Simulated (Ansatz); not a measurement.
Take CaO in the rock salt structure (space group Fm-3m, No. 225; a = 4.795 Å) as the base. Axes: x, y, z lie along the cube axes.

Calculations: r2SCAN/PAW in Ansatz (a quantum-chemistry and plane-wave program), spin-orbit coupling left out.

Now apply this change: the cell is stretched by 0.95 % along x with no lateral relaxation, atoms relaxed at fixed cell.

Question: Predict the stress tensor and what it implies for the stiffness.

Answer: Stress of the strained cell less that of the base (GPa, compression positive):
```
  -2.07    0.00    0.00
   0.00   -0.55    0.00
   0.00    0.00   -0.55
```

Then −Δσ_ii/ε with ε = 0.0095 gives relaxed-ion elastic constants: C11 ≈ 218 GPa, C12 ≈ 58 GPa and C13 ≈ 58 GPa.

Whether these cells are dynamically stable was not tested.
